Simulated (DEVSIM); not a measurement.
System: Pd/SiON/SiO2/p-Si capacitor, at 250 K.

| layer (left to right) | material | thickness (nm) | Na (cm⁻³) |
|---|---|---|---|
| 1 | SiON | 5.20 | - |
| 2 | SiO2 | 1.20 | - |
| 3 | Si | 12000 | 2.3e15 |

Metal gate on the left, work function 5.2 eV. Fixed charge at the semiconductor interface 1.4e12 cm⁻² (in units of +e); no interface traps.

The device is made up for the run: typed textbook-type constants, with dimensions and the other settings drawn at random. Values at 300 K; Nc and Nv go as T^1.5, mobilities as T to minus their exponent, the gap by Varshni's rule with the affinity fixed.

```
parameter         SiON  SiO2        Si
----------------  ----  ----  --------
gap (eV)             7     9     1.124
affinity (eV)      1.4   0.9      4.05
permittivity       5.5   3.9      11.7
Nc (cm⁻³)            -     -   2.86e19
Nv (cm⁻³)            -     -    3.1e19
Varshni α (eV/K)     -     -  0.000473
Varshni β (K)        -     -       636
```

Simulated with DEVSIM: 1D Poisson equation in equilibrium, Boltzmann statistics, complete ionisation; no quantum confinement or tunnelling. Metal contacts follow the ideal Schottky-Mott rule: no Fermi-level pinning, no interface dipoles.

The SiON thickness was swept, all else fixed.

```json
[
 {"SiON thickness (μm)": "0.0021", "flat-band voltage (V)": "0.04", "capacitance of the dielectric stack (μF/cm²)": "1.28", "threshold voltage (band bending 2φF) (V)": "0.80"},
 {"SiON thickness (μm)": "0.0029", "flat-band voltage (V)": "0.00", "capacitance of the dielectric stack (μF/cm²)": "1.06", "threshold voltage (band bending 2φF) (V)": "0.76"},
 {"SiON thickness (μm)": "0.0036", "flat-band voltage (V)": "-0.03", "capacitance of the dielectric stack (μF/cm²)": "0.920", "threshold voltage (band bending 2φF) (V)": "___"},
 {"SiON thickness (μm)": "0.0044", "flat-band voltage (V)": "-0.07", "capacitance of the dielectric stack (μF/cm²)": "0.799", "threshold voltage (band bending 2φF) (V)": "0.70"},
 {"SiON thickness (μm)": "0.0052", "flat-band voltage (V)": "-0.10", "capacitance of the dielectric stack (μF/cm²)": "0.707", "threshold voltage (band bending 2φF) (V)": "0.67"},
 {"SiON thickness (μm)": "0.0062", "flat-band voltage (V)": "-0.15", "capacitance of the dielectric stack (μF/cm²)": "0.617", "threshold voltage (band bending 2φF) (V)": "0.63"}
]
```

What belongs in the gaps?


- 0.0036, threshold voltage (band bending 2φF) (V): 0.73
